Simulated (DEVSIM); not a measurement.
System: Al/SiON/p-Ge capacitor, at 300 K.

| layer (left to right) | material | thickness (nm) | Na (cm⁻³) |
|---|---|---|---|
| 1 | SiON | 7.60 | - |
| 2 | Ge | 4600 | 1.7e16 |

Metal gate on the left, work function 4.1 eV. Fixed charge at the semiconductor interface 9.3e11 cm⁻² (in units of +e); no interface traps.

The device is made up for the run: typed textbook-type constants, with dimensions and the other settings drawn at random. Values at 300 K.

```
parameter      SiON       Ge
-------------  ----  -------
gap (eV)          7    0.664
affinity (eV)   1.4        4
permittivity    5.5       16
Nc (cm⁻³)         -  1.04e19
Nv (cm⁻³)         -     6e18
```

DEVSIM, 1D Poisson equation in equilibrium, Boltzmann statistics, complete ionisation; no quantum confinement or tunnelling. Metal contacts follow the ideal Schottky-Mott rule: no Fermi-level pinning, no interface dipoles.

Problem. Give the band bending (positive: bands bend down) and minority sheet density.

Solution. 
```json
[
 {"Vg (V)": "-1.2", "ψs (V)": "-0.151", "minority carriers (cm⁻²)": "< 1e8"},
 {"Vg (V)": "-1.05", "ψs (V)": "-0.131", "minority carriers (cm⁻²)": "< 1e8"},
 {"Vg (V)": "-0.9", "ψs (V)": "-0.103", "minority carriers (cm⁻²)": "< 1e8"},
 {"Vg (V)": "-0.75", "ψs (V)": "-0.055", "minority carriers (cm⁻²)": "< 1e8"},
 {"Vg (V)": "-0.6", "ψs (V)": "0.030", "minority carriers (cm⁻²)": "< 1e8"},
 {"Vg (V)": "-0.45", "ψs (V)": "0.147", "minority carriers (cm⁻²)": "< 1e8"},
 {"Vg (V)": "-0.3", "ψs (V)": "0.276", "minority carriers (cm⁻²)": "1.0e9"},
 {"Vg (V)": "-0.15", "ψs (V)": "0.395", "minority carriers (cm⁻²)": "7.1e10"},
 {"Vg (V)": "0", "ψs (V)": "0.452", "minority carriers (cm⁻²)": "4.2e11"},
 {"Vg (V)": "0.15", "ψs (V)": "0.481", "minority carriers (cm⁻²)": "9.0e11"},
 {"Vg (V)": "0.3", "ψs (V)": "0.500", "minority carriers (cm⁻²)": "1.4e12"}
]
```
